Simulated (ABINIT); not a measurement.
ABINIT is run on GaPt₃ (Pm-3m, 4 atoms in the cell), and the run fails. The aim is a self-consistent single point with DFT, LDA (PW92), plane waves, PAW (JTH v2.0 LDA PAW).

Cell that was meant: a = 4.0002 Å, b = 4.0002 Å, c = 4.0002 Å, α = 90.00°, β = 90.00°, γ = 90.00°.

Part of the input:

```
nshiftk 1
shiftk 0 0 0
nstep 100
prtwf 0
prtden 0
enunit 1
```

Log, with long lists cut:

```
 Slater exchange
 P. A. M. Dirac, Math. Proc. Cambridge Philos. Soc. 26, 376 (1930)
 F. Bloch, Z. Phys. 57, 545 (1929)
 Perdew & Wang
 J. P. Perdew and Y. Wang, Phys. Rev. B 45, 13244 (1992)

--- !ERROR
src_file: m_chkinp.F90
src_line: 4101
mpi_rank: 0
message: |
    For the SCF case, one and only one of the input tolerance criteria
    toldff, tolrff, toldfe or tolvrs must differ from zero, while they are
    toldff=  0.000000E+00, tolrff=  0.000000E+00, toldfe=  0.000000E+00
    and tolvrs=  0.000000E+00 for idtset: 1
    Action: change your input file and resubmit the job.
...

--- !ERROR
src_file: m_chkinp.F90
src_line: 4218
mpi_rank: 0
message: |
    Checking consistency of input data against itself gave 1 inconsistency.
    The details of the problem can be found above (or in output or log file).
    In parallel, the details might not even be printed there. Then, try running in sequential to see the details.
...

 abinit_abort: decision taken to exit. Check above messages for more info
Abort(13) on node 0 (rank 0 in comm 0): application called MPI_Abort(MPI_COMM_WORLD, 13) - process 0

--- !ERROR
src_file: m_chkinp.F90
src_line: 4101
mpi_rank: 0
message: |
    For the SCF case, one and only one of the input tolerance criteria
    toldff, tolrff, toldfe or tolvrs must differ from zero, while they are
    toldff=  0.000000E+00, tolrff=  0.000000E+00, toldfe=  0.000000E+00
    and tolvrs=  0.000000E+00 for idtset: 1
    Action: change your input file and resubmit the job.
...

--- !ERROR
src_file: m_chkinp.F90
src_line: 4218
mpi_rank: 0
message: |
    Checking consistency of input data against itself gave 1 inconsistency.
    The details of the problem can be found above (or in output or log file).
    In parallel, the details might not even be printed there. Then, try running in sequential to see the details.
...
```

Q: From the messages shown, name the fault and mend the input.

A: The fault is no stopping criterion. The self-consistent loop needs one tolerance to decide when to stop. To fix it, give one tolerance. The program stopped before any SCF iteration.

The sound input it was made from differs as follows (other fixes are possible):
```diff
+tolvrs 1.0e-11
```

With that input, the run converged in 18 iterations: free energy E − TS -4378.86 eV; Fermi level (on the code's own zero) 7.80 eV; pressure -20.80 GPa (DFT, LDA (PW92), plane waves, PAW (JTH v2.0 LDA PAW)).

On the sound input: the starting cell comes from a database of computed structures (which also holds hypothetical and non-ambient phases and stackings), without a prior relaxation at this level. Its lattice was rescaled by a random factor within 2.5 % of one. Spin polarisation is off. With a pressure of about -21 GPa the cell is away from its equilibrium volume at this level.
